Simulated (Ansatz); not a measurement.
**Response to strain in CaO**

Base system: CaO in the rock salt structure (space group Fm-3m, No. 225; a = 4.7671 Å).

Strains are applied to the cell and any free atomic positions relax.

All numbers come from PBEsol/PAW in Ansatz (a quantum-chemistry and plane-wave program), no spin-orbit coupling.

Candidates:
(a) isotropic strain +2.50 %
(b) isotropic strain +2.00 %
(c) isotropic strain +1.00 %

Notes on the quantities. energy relative to the base: free energy F.

Problem. Order them by energy relative to the base, lowest first.

Solution. (c) isotropic strain +1.00 % (+4.2 meV/atom), (b) isotropic strain +2.00 % (+16 meV/atom), (a) isotropic strain +2.50 % (+25 meV/atom)

No phonon test of stability was made.
